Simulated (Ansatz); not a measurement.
Worked example: self-consistent single point of CaPbF6 (I4mm, 8 atoms in the cell) in Ansatz (a first-principles code).

Level of theory: LDA (PW92), default PAW files made with PBE (plane waves; Ansatz).

The change in words: lattice scaled by 0.98; basis.ecutwfc: 420 eV → 250 eV. Reference geometry:
```xyz
8
Lattice="0.0000 4.3299 4.3299 4.3299 0.0000 4.3299 4.3299 4.3299 0.0000" Properties=species:S:1:pos:R:3 pbc="T T T"
Ca     4.3299     4.3299     4.3799
Pb     0.0000     0.0000     0.0000
F      4.3299     4.3299     6.5825
F      4.3299     4.3299     2.0773
F      6.5825     4.3299     4.3299
F      2.0773     4.3299     4.3299
F      4.3299     6.5825     4.3299
F      4.3299     2.0773     4.3299
```

Reference input (self-consistent single point, DFT, LDA (PW92), plane waves, default PAW files made with PBE): basis.ecutwfc = 420 eV; kpoints.mp_grid.grid = 4 4 4; hamiltonian.xc = lda; hamiltonian.pseudopotentials = {kind: paw} (the program's default PAW files); scf.occupations.method = fermi_dirac; scf.occupations.width = 0.01 eV. This run's input differs from it in these lines:

Ansatz 0.2 input:
```diff
@@ -3,5 +3,5 @@
   lattice:
-    - [0.000000, 4.329936, 4.329936]
-    - [4.329936, 0.000000, 4.329936]
-    - [4.329936, 4.329936, 0.000000]
+    - [0.000000, 4.243337, 4.243337]
+    - [4.243337, 0.000000, 4.243337]
+    - [4.243337, 4.243337, 0.000000]
   atoms:
@@ -16,3 +16,3 @@
 basis:
-  ecutwfc: 420.0
+  ecutwfc: 250.0
 kpoints:
```

Log, with long lists cut:

```
SCF iter   1: F=—  HF=-18124.459189 eV  |F-HF|=—  |Δ(HF+E_count)|=         —  Δρ=8.75e-2  dr2=4.09e0  ethr=1.77e-3  ⟨swp⟩=9.2  Hψ=2804  notcnv=0
all-band conjugate gradients solve this SCF's bands
preconditioner: auto → Resta (q_TF=auto, 2.372 Å⁻¹)
SCF iter   2: F=—  HF=-18122.989799 eV  |F-HF|=—  |Δ(HF+E_count)|=    1.47e0  Δρ=2.04e-2  dr2=2.57e-1  ethr=1.77e-3  ⟨swp⟩=2.4  Hψ=1142  notcnv=0  defer=26
   [... lines left out ...]
SCF iter   5: F=—  HF=-18122.913358 eV  |F-HF|=—  |Δ(HF+E_count)|=   4.90e-6  Δρ=1.67e-4  dr2=2.79e-5  ethr=3.42e-7  ⟨swp⟩=2.1  Hψ=870  notcnv=0  defer=26
SCF iter   6: F=—  HF=-18122.913356 eV  |F-HF|=—  |Δ(HF+E_count)|=   2.14e-6  Δρ=6.36e-5  dr2=4.22e-6  ethr=4.23e-8  ⟨swp⟩=2.0  Hψ=927  notcnv=0  defer=26
SCF iter   7: F=—  HF=-18122.913355 eV  |F-HF|=—  |Δ(HF+E_count)|=   1.09e-6  Δρ=1.53e-5  dr2=2.95e-7  ethr=6.40e-9  ⟨swp⟩=2.0  Hψ=859  notcnv=0  defer=26
SCF iter   8: F=-18122.913355 eV  HF=-18122.913355 eV  |F-HF|=5.02e-8  |Δ(HF+E_count)|=   6.66e-8  Δρ=7.38e-6  dr2=5.95e-8  ethr=1.52e-10  ⟨swp⟩=11.8  Hψ=2626  notcnv=0
SCF 1 converged in 8 iterations: F = -18122.913355 eV  dr2 = 5.95e-8
Free energy (F): -18122.913355 eV
Internal energy: -18122.913355 eV  (E = F + TS)
E sigma→0 (E₀):  -18122.913355 eV
Fermi energy:    0.656850 eV
--- Forces (eV/Å), atoms counted from 1 ---
  atom   1  Ca    -0.00000000     0.00000000    -0.34849033
  atom   2  Pb    -0.00000000     0.00000000     0.21451487
  atom   3  F      0.00000000     0.00000000     0.20074815
  atom   4  F      0.00000000     0.00000000    -0.04181963
  atom   5  F      0.11006339     0.00000000    -0.00623755
  atom   6  F     -0.11006339     0.00000000    -0.00623755
  atom   7  F      0.00000000     0.11006339    -0.00623755
  atom   8  F      0.00000000    -0.11006339    -0.00623755
--- Stress (GPa, compression-positive) ---
       -1.118563       0.000000       0.000000
        0.000000      -1.118563      -0.000000
        0.000000      -0.000000      -1.029979
  P = ⅓ Tr σ = -1.0890 GPa (-10.890 kbar)
  The stress holds the Pulay correction. Without it, at fixed plane waves, as pw.x and ABINIT print it: P = -92.8912 GPa
```

The run converged in 8 iterations. Against the reference run the free energy goes up by 2.36 eV/atom, the pressure goes from -3.29 to -1.09 GPa, the largest force moves little (0.341 to 0.348 eV/Å) and the gap on the mesh goes from 3.511 to 3.894 eV.

The starting cell comes from a database of computed structures (which also holds hypothetical and non-ambient phases and stackings), without a prior relaxation at this level. Its lattice was rescaled by up to half a per cent. One atom was moved a little off its site on purpose. For this run, on top of that: lattice scaled by 0.98. Spin-orbit coupling is off. Ansatz's pressure includes its estimate of the finite-basis (Pulay) stress. Without the estimate this run gives -92.89 GPa. The cutoff lies below the one recommended for these files.
